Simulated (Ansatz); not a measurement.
## A short convergence ladder for SnO2 (P2, 6 atoms in the cell)

```
CELL_PARAMETERS angstrom
      4.80236     0.00000     0.00000
      0.00000     4.88118     0.00000
      0.00000     0.00000     3.25062
ATOMIC_POSITIONS crystal
  Sn 0.50000 0.50000 0.51538
  Sn 0.00000 0.00000 0.00000
  O  0.29185 0.32104 0.00000
  O  0.70815 0.67896 0.00000
  O  0.79185 0.17896 0.50000
  O  0.20815 0.82104 0.50000
```

Base method: LDA (PW92), default PAW files made with PBE (plane waves; Ansatz, a program for electronic structure).

Base settings: basis.ecutwfc = 420 eV; kpoints.mp_grid.grid = 5 5 8; hamiltonian.xc = lda; hamiltonian.pseudopotentials = {kind: paw} (the program's default PAW files); scf.occupations.method = fixed.

**The width of Fermi-Dirac smearing**

In this ladder: scf.occupations.method = fermi_dirac.

The mesh stays at the base's, so the ladder's end is converged at best in this setting alone.

Only quantities that move along the ladder and can be compared are tabulated.

```tsv
scf.occupations.width	free energy less the last step's (meV/atom)	pressure (GPa)	largest difference of a force vector from the last step's (eV/Å)
1 eV	-177.46	-1.91	0.226
0.5 eV	-16.84	-10.59	0.048
0.2 eV	-0.68	-12.28	0.005
0.1 eV	-0.05	-12.41	0.001
0.02 eV	0.00	-12.44	0.000
```

Widest scf.occupations.width that holds the free energy within 5 meV/atom of the last step, with all finer ones: 0.2 eV; the step before is off by 17 meV/atom.

Widest scf.occupations.width that holds the pressure within 1 GPa of the last step, with all finer ones: 0.2 eV; the step before is off by 1.8 GPa.

Widest scf.occupations.width that holds the forces within 0.01 eV/Å of the last step, with all finer ones: 0.2 eV; the step before is off by 0.048 eV/Å.

On the base run: the starting cell comes from a database of computed structures (which also holds hypothetical and non-ambient phases and stackings), without a prior relaxation at this level. Its lattice was rescaled by up to half a per cent. One atom was moved a little off its site on purpose. In the base run, with a pressure of about -12 GPa the cell is away from its equilibrium volume at this level. Ansatz's pressure includes its estimate of the finite-basis (Pulay) stress.

Keys are those of Ansatz 0.2.
